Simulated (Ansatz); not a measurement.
Data:

```
CELL_PARAMETERS angstrom
     -0.03344     3.27881     3.27881
      3.27881    -0.03344     3.27881
      3.24536     3.24536     0.00000
ATOMIC_POSITIONS crystal
  Te 0.74798 0.74798 0.75202
  Cd 0.00202 0.00202 0.99798
```

No spin polarisation.

Level of theory: DFT with r2SCAN, PAW potentials and a 500 eV plane-wave cutoff in Ansatz (a first-principles code), spin-orbit coupling left out. Settings: 9×9×9 k-points, 0.05 eV Fermi–Dirac smearing.

What band gap does the calculation give?

1.11 eV.

Estimate the gap character.

Direct at Γ.

What stress (xx, yy, zz, yz, xz, xy; compression positive) does the calculation give?

(0.00, 0.00, 0.00, 0.00, 0.00, 0.41) GPa.

Spin-orbit coupling, missing from the scalar runs, can matter with Te. The cells carry an imposed strain or load. Whether these cells are dynamically stable was not tested. The cell was made from CdTe in the zinc blende structure (space group F-43m, No. 216) by this change: tensor shear ε_xy = −1.02 %.
